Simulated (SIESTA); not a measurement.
Band structure of Mg6TiCo (Amm2, 8 atoms in the cell).

```
Mg6TiCo
1.0
    4.71661     0.00000     0.00000
    0.00000     3.01837     5.49984
    0.00000    -3.01837     5.49984
Mg Ti Co
6 1 1
Direct
  0.00000   0.82406   0.34412
  0.00000   0.34412   0.82406
  0.00000   0.32897   0.32897
  0.50000   0.68208   0.16122
  0.50000   0.16122   0.68208
  0.50000   0.16700   0.16700
  0.50000   0.69253   0.69253
  0.00000   0.80003   0.80003
```

Level of theory: GGA PBEsol, numerical atomic orbitals DZP, PseudoDojo PBEsol standard norm-conserving potentials (rewritten from UPF to PSML) (SIESTA).

Settings: XC.functional = GGA; XC.authors = PBEsol; potentials = PseudoDojo PBEsol standard; PAO.BasisSize = DZP; PAO.EnergyShift = 0.01 Ry; MeshCutoff = 400 Ry; kgrid.MonkhorstPack = 4 3 3; OccupationFunction = MP; OccupationMPOrder = 0; ElectronicTemperature = 0.1 eV; MaxSCFIterations = 150; SCF.Mixer.Method = Broyden; SCF.Mixer.Weight = 0.25; SCF.Mixer.History = 6.

The starting cell comes from a database of computed structures (which also holds hypothetical and non-ambient phases and stackings), without a prior relaxation at this level. Spin polarisation is off. Values carry the incompleteness of an atom-centred basis.

Levels in eV from the Fermi level, bands 41 to 46:
| point | 41 | 42 | 43 | 44 | 45 | 46 |
|---|---|---|---|---|---|---|
| Γ | -0.92 | -0.92 | -0.91 | -0.31 | -0.20 | 0.23 |
| X | -0.90 | -0.24 | -0.20 | -0.11 | 0.41 | 0.91 |
| S | -0.65 | -0.16 | -0.08 | -0.01 | 0.29 | 0.81 |
| R | -1.19 | -1.08 | -0.91 | -0.54 | -0.25 | 0.14 |
| A | -1.04 | -1.04 | -0.90 | -0.22 | 0.39 | 0.66 |
| Z | -1.10 | -0.91 | -0.90 | -0.87 | -0.50 | -0.26 |
| Y | -0.62 | -0.44 | -0.34 | -0.28 | 0.41 | 0.83 |
| X1 | -0.90 | -0.24 | -0.20 | -0.11 | 0.41 | 0.91 |
| A1 | -1.04 | -1.04 | -0.90 | -0.22 | 0.39 | 0.66 |
| T | -1.31 | -1.23 | -0.99 | -0.66 | -0.16 | 0.74 |

Bands cross the Fermi level along this path, so the cell is metallic at this level.

Higher empty bands are left out: an atom-centred basis made for the valence describes them poorly.
